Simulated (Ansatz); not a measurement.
**Effort and miss along a sweep of kpoints.mp_grid.grid: MgI₂ (P-3m1, 3 atoms in the cell)**

```xyz
3
Lattice="4.1957 0.0000 0.0000 -2.0978 3.6336 0.0000 0.0000 0.0000 7.1057" Properties=species:S:1:pos:R:3 pbc="T T T"
Mg     0.0000     0.0000     0.0000
I      0.0000     2.4224     1.6633
I      2.0978     1.2112     5.4424
```

Level of theory: HSE06, default PAW files made with PBE (plane waves; Ansatz, an electronic-structure program).

Base settings: basis.ecutwfc = 420 eV; kpoints.mp_grid.grid = 4 4 2; hamiltonian.xc = hse06; hamiltonian.pseudopotentials = {kind: paw} (the program's default PAW files); scf.occupations.method = fixed.

Misses are taken against the tightest run, 5 5 3, which need not be fully converged itself. The energy is the free energy per atom.

Core times come from one kind of shared machine and are given to one figure; runs under 30 s give none.

The starting cell comes from a database of computed structures (which also holds hypothetical and non-ambient phases and stackings), without a prior relaxation at this level. Ansatz's pressure includes its estimate of the finite-basis (Pulay) stress.

The runs (kpoints.mp_grid.grid): 1 1 1 | 2 2 1 | 3 3 2 | 4 4 2 | 5 5 3.

Which is the coarsest setting among those run that, with all tighter ones, holds the energy within 20 meV/atom of the reference, and what does it save?

4 4 2, off by 5.0 meV/atom; its saving against the reference is no more than about a factor of 2 in time.

```csv
kpoints.mp_grid.grid,energy less reference (meV/atom),pressure less reference (GPa),largest difference in the force on any atom (eV/Å),core time / reference (rough)
1 1 1,2829.36,19.64,0.036,–
2 2 1,251.78,2.08,0.069,–
3 3 2,36.20,0.45,0.024,0.4
4 4 2,5.01,0.07,0.004,0.6
5 5 3,0.00,0.00,0.000,1
```

The last two settings still differ by 5.0 meV/atom, so the table cannot show that the reference is converged.

Keys are those of Ansatz 0.2.
